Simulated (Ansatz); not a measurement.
**Pressure series in YB12**

The reference is YB₁₂ (space group Fm-3m, No. 225; a = 7.4575 Å).

Cell and atoms are relaxed at each pressure.

Method: PBEsol (Ansatz, a quantum-chemistry and plane-wave program), no spin-orbit coupling.

Notes on the quantities. enthalpy: H = E + PV relative to the base's energy.

```tsv
change	volume per atom	enthalpy
base	7.98 Å³	–
pressure −2 GPa	8.05 Å³	-0.10 eV/atom
pressure −1 GPa	8.01 Å³	-0.05 eV/atom
pressure 0.3 GPa	7.97 Å³	+0.01 eV/atom
pressure 0.7 GPa	7.95 Å³	+0.03 eV/atom
pressure 1.5 GPa	7.92 Å³	+0.07 eV/atom
pressure 3 GPa	7.87 Å³	+0.15 eV/atom
pressure 5 GPa	7.81 Å³	+0.25 eV/atom
pressure 7.5 GPa	7.73 Å³	+0.37 eV/atom
pressure 10 GPa	7.65 Å³	+0.49 eV/atom
```

Load acts through the strain it causes; cell and atoms are relaxed under it. No phonon test of stability was made. Competing high-pressure phases were not computed. All final runs are without spin polarisation. An odd electron count without spin: YB12.
